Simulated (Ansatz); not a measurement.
**A self-consistent single point of VRe (Cmm2, 2 atoms in the cell) with Ansatz (an electronic-structure program)**

Method: LDA (PW92), default PAW files made with PBE (plane waves; Ansatz).

This input was run:

Ansatz 0.2 input:
```yaml
# VRe
crystal:
  lattice:
    - [1.507271, -2.175737, 0.000000]
    - [1.507271, 2.175737, 0.000000]
    - [0.000000, 0.000000, 4.209417]
  atoms:
    - { symbol: V, position: [0.500000, 0.500000, 0.511878] }
    - { symbol: Re, position: [0.000000, 0.000000, 0.000000] }
basis:
  ecutwfc: 420.0
kpoints:
  mp_grid:
    grid: [11, 11, 7]
hamiltonian:
  xc: lda
  pseudopotentials:
    kind: paw
scf:
  occupations:
    method: fermi_dirac
    width: 0.1
output:
  forces: true
  eigenvalues: true
  stress: true
```

Output, abridged:

```
WARN ansatz: RAYON_NUM_THREADS=1 ignored (pool sized by the plan → 1); use --threads N
Pseudopotentials: kind: paw
Pseudopotential: V, paw, valence charge 13
Pseudopotential: Re, paw, valence charge 15
Crystal: 2 atoms, lattice volume = 27.609 Å³
Basis set: ecut = 420 eV, 529 PW (Γ)
Bands: 18, of which v1, the nominal top of the filled ones, is band 14 counted from 1 (13 counted from 0)
Symmetry: 4 space group operations
Space group: Cmm2 (ITA 35), of the structure as read, at distance tolerance 3.0e-5 Å
k-points: 144 of 847 (time reversal used)
PAW frozen core: V, regenerated for the run's functional, and the local potential with it
PAW frozen core: Re, regenerated for the run's functional, and the local potential with it
Initial density: superposition of atomic densities (neutral atoms: chi_scale 0, normalization atom), corrected by the library's trained network
Initial wavefunctions: pseudopotential atomic-orbital guess
Eigensolver: davidson
Functional: x = slater, c = lda
SCF iter   1: F=—  HF=-13468.602646 eV  |F-HF|=—  |Δ(HF+E_count)|=         —  Δρ=6.46e-3  dr2=8.42e-3  ethr=1.77e-3  ⟨swp⟩=4.7  Hψ=10772  notcnv=0
all-band conjugate gradients solve this SCF's bands
preconditioner: auto → none
SCF iter   2: F=—  HF=-13468.602673 eV  |F-HF|=—  |Δ(HF+E_count)|=   2.75e-5  Δρ=4.15e-3  dr2=8.13e-3  ethr=3.01e-5  ⟨swp⟩=1.9  Hψ=4184  notcnv=0
SCF iter   3: F=—  HF=-13468.601857 eV  |F-HF|=—  |Δ(HF+E_count)|=   8.16e-4  Δρ=1.55e-3  dr2=5.38e-4  ethr=2.90e-5  ⟨swp⟩=1.4  Hψ=2683  notcnv=0
SCF iter   4: F=—  HF=-13468.601827 eV  |F-HF|=—  |Δ(HF+E_count)|=   3.00e-5  Δρ=5.57e-4  dr2=1.03e-4  ethr=1.92e-6  ⟨swp⟩=2.0  Hψ=3491  notcnv=0
SCF iter   5: F=—  HF=-13468.601805 eV  |F-HF|=—  |Δ(HF+E_count)|=   2.11e-5  Δρ=1.82e-4  dr2=1.90e-5  ethr=3.66e-7  ⟨swp⟩=2.1  Hψ=3963  notcnv=0
SCF iter   6: F=—  HF=-13468.601805 eV  |F-HF|=—  |Δ(HF+E_count)|=   6.31e-7  Δρ=3.43e-5  dr2=1.19e-7  ethr=6.77e-8  ⟨swp⟩=2.0  Hψ=3477  notcnv=0
SCF iter   7: F=-13468.601805 eV  HF=-13468.601805 eV  |F-HF|=4.07e-10  |Δ(HF+E_count)|=   1.29e-8  Δρ=1.01e-5  dr2=6.80e-9  ethr=3.57e-10  ⟨swp⟩=4.6  Hψ=9145  notcnv=0
SCF 1 converged in 7 iterations: F = -13468.601805 eV  dr2 = 6.80e-9
SCF converged after 7 iterations
Free energy (F): -13468.601805 eV
Harris-Foulkes:  -13468.601805 eV  (|F-HF|=4.07e-10)
Internal energy: -13468.557886 eV  (E = F + TS)
E sigma→0 (E₀):  -13468.579845 eV
Entropy (-TS):   -0.043919 eV (-21.960 meV/atom)
Fermi energy:    21.068873 eV
--- Per-component energies (eV) ---
  E_band       = -214.747780
  E_kinetic    = 879.310479
  E_local      = -1636.188378  (includes V_loc(G=0)·N_el)
  E_nonlocal   = 12.103377
  E_hartree    = 673.710404
  E_xc         = -531.213681
  E_vxc        = -470.858498  (∫ρ·V_xc dr)
  E_paw        = -9463.018517  (= ΣΔE_a)
  E_vpaw       = -346.536510  (= ΣTr[D̂ρ^β])
  E_aug_tail   = 0.000173  (compensation charges beyond the density's cutoff)
  E_ewald      = -3403.926968
  E_core_change = 0.665226  (= ΣΔE_core)
  E_smearing   = -0.043919  (= −TS)
  E_closure    = 0.000000  (closes the sum)
  Σ components = -13468.601805   (vs F -13468.601805, Δ=0.00e0)
--- Forces (eV/Å), atoms counted from 1 ---
  atom   1  V      0.00000000    -0.00000000    -0.58506880
  atom   2  Re     0.00000000     0.00000000     0.58506421
  max |Σ_I F_I| component: 4.59e-6 eV/Å
--- Stress (GPa, compression-positive) ---
       -7.023663       0.000000       0.000000
        0.000000      -7.620605      -0.000000
        0.000000      -0.000000      -7.536899
  P = ⅓ Tr σ = -7.3937 GPa (-73.937 kbar)
  The stress holds the Pulay correction. Without it, at fixed plane waves, as pw.x and ABINIT print it: P = -7.4958 GPa
--- Band table (eV; the first three rows and the last of 144) ---
  k-point 0: bands = ["-59.1731", "-42.5822", "-21.1095", "-20.6781", "-20.4561", "-16.7486", "-16.4517", "-16.3201", "11.9236", "15.4377", "17.2747", "19.6567", "19.8497", "20.6052", "22.2119", "22.4238", "22.6537", "22.6897"]
  k-point 1: bands = ["-59.1730", "-42.5827", "-21.0961", "-20.6768", "-20.4561", "-16.7691", "-16.4544", "-16.3201", "12.1154", "15.5333", "17.3212", "19.8628", "19.8717", "20.5203", "21.4725", "22.3385", "22.6444", "22.6493"]
  k-point 2: bands = ["-59.1730", "-42.5836", "-21.0656", "-20.6737", "-20.4560", "-16.8157", "-16.4604", "-16.3200", "12.6056", "15.7774", "17.4342", "19.6873", "20.3227", "20.4568", "20.4621", "21.8834", "22.4789", "22.6298"]
  k-point 143: bands = ["-59.0479", "-42.4465", "-21.6078", "-21.1229", "-20.8397", "-16.9743", "-16.7317", "-16.7184", "15.2174", "16.4639", "18.1314", "18.7487", "19.4995", "21.0824", "21.3793", "21.7855", "24.0340", "25.4098"]
```

The run converged in 7 iterations.

The starting cell comes from a database of computed structures (which also holds hypothetical and non-ambient phases and stackings), without a prior relaxation at this level. Its lattice was rescaled by up to half a per cent. One atom was moved a little off its site on purpose. Spin-orbit coupling is off. Spin polarisation is off. With a pressure of about -7 GPa the cell is away from its equilibrium volume at this level. Ansatz's pressure includes its estimate of the finite-basis (Pulay) stress.
